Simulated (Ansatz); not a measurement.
Start from Li2S (space group Pn-3m, No. 224; a = 5.223 Å; a hypothetical phase, not in the database extracts checked). Axes: x, y, z lie along the cube axes.

Calculations: r2SCAN (Ansatz, a quantum-chemistry and plane-wave program, PAW, scalar-relativistic without spin-orbit coupling).

Before the change:

| Item | Value |
|---|---|
| Band gap | 3.40 eV |
| Smallest direct gap | 3.63 eV |
| Shortest interatomic distance | 2.262 Å |

The change: uniaxial stress, 0.5 GPa tension along x; all other stress components relax to zero.

Problem. What does the calculation give for the band gap, smallest direct gap and shortest interatomic distance after the change?

Solution. The band gap shrinks by 0.16 eV, from 3.40 eV to 3.24 eV; the smallest direct gap drops by 0.17 eV (3.63 eV → 3.46 eV); the shortest interatomic distance increases by 0.008 Å (2.262 Å → 2.270 Å).

Load acts through the strain it causes; cell and atoms are relaxed under it. Beyond what the load breaks, stability against distortions was not tested. Under uniaxial stress, 0.5 GPa tension along x the cell changed shape so far that it is another structure.
